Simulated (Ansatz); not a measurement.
C axis length (Å) of solids drawn from the class of silicides and borides, at two levels: PBE (PAW; Ansatz, a first-principles code), and PBE-D3(BJ) in Ansatz (PAW).

```json
[
 {"solid": "C11b MoSi2", "PBE": "7.873", "PBE-D3(BJ)": "7.796"},
 {"solid": "AlB2-type ZrB2", "PBE": "3.542", "PBE-D3(BJ)": "3.510"},
 {"solid": "C11b WSi2", "PBE": "7.867", "PBE-D3(BJ)": "7.798"},
 {"solid": "AlB2-type MgB2", "PBE": "3.524", "PBE-D3(BJ)": "?"},
 {"solid": "AlB2-type HfB2", "PBE": "3.486", "PBE-D3(BJ)": "3.455"},
 {"solid": "AlB2-type TiB2", "PBE": "3.224", "PBE-D3(BJ)": "3.182"}
]
```

Question: Estimate the withheld PBE-D3(BJ) value from the other rows.

Answer: One way: carry over the typical ratio. The ratios PBE-D3(BJ) / PBE of the other rows, in order: 0.9870, 0.9902, 0.9910, 0.9911, 0.9912; median 0.9910. AlB2-type MgB2: 3.524 × 0.9910 = 3.492 Å; the run gives 3.467 Å. The ratios spread from 0.9870 to 0.9912, so such an estimate is rough. AlB2-type MgB2 lies outside that spread.

Over all 6 rows PBE-D3(BJ) is the larger in 0.

Ansatz's runs of these crystals have no spin polarisation.

Spin–orbit coupling is left out, also for the solids with elements from indium on (C11b WSi2, AlB2-type HfB2); its size isn't shown.

Ansatz's density-functional and Hartree–Fock values are scalar-relativistic unless marked +SOC, with PAW data made under PBE.
